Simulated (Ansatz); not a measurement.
For MoGe (model structure, started from the CsCl type, Pm-3m, No. 221, 2 atoms in the cell), PBE-D3(BJ) (PAW; Ansatz, a program for electronic structure) gives:

| Property | Result |
|---|---|
| lattice constant a | 3.092 Å |
| enthalpy of formation | 0.044 eV/atom |

Question: What does r²SCAN in Ansatz (plane waves, PAW) give for the same quantities?

Answer: 
- lattice constant a: 3.107 Å (goes up by 0.5 %)
- formation enthalpy: 0.193 eV/atom (grows by 0.149 eV/atom)

Changes are worked out from the printed values.

Unless a cell is named, each level is at its own relaxed cell (PBE-D3(BJ) 14.78, r²SCAN 15.00 Å³/atom).

Ansatz's density-functional and Hartree–Fock values are scalar-relativistic unless marked +SOC, with PAW data made under PBE.

A model structure was made by putting elements into a prototype or built by hand; it is no filed structure, need not be a known phase, and can be a saddle point held by its symmetry.
